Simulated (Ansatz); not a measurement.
Start from GaN in the wurtzite structure (space group P6_3mc, No. 186; a = 3.183 Å, c = 5.186 Å).

One thing is altered: a negative pressure, −2 GPa.

Levels (all Ansatz, a first-principles code, PAW, earlier PAW set): PBEsol (420 eV, no spin-orbit coupling); PBEsol+SOC (420 eV, with spin-orbit coupling).

The geometry is relaxed with PBEsol.

| Quantity | Result |
|---|---|
| PBEsol lowest conduction level above the VBM at special points | Γ 1.81 eV; A 4.14 eV; L 4.26 eV; M 4.91 eV |
| PBEsol gap character | direct at Γ |
| PBEsol valence-band top at Γ | 0.00, 0.00, -0.04 eV |

Task: What does PBEsol+SOC give at this geometry for the lowest conduction level above the VBM at special points, gap character and valence-band top at Γ?

Result: The lowest conduction level above the VBM at special points goes from Γ 1.81 eV; A 4.14 eV; L 4.26 eV; M 4.91 eV to Γ 1.80 eV; A 4.13 eV; L 4.26 eV; M 4.91 eV; the gap character stays direct at Γ; the valence-band top at Γ (three highest Kramers pairs, from the VBM) changes from 0.00, 0.00, -0.04 eV to 0.00, -0.01, -0.05 eV.

Single points use the geometry relaxed with PBEsol. The spin-orbit shifts are approximate. Load acts through the strain it causes; cell and atoms are relaxed under it. Whether these cells are dynamically stable was not tested.
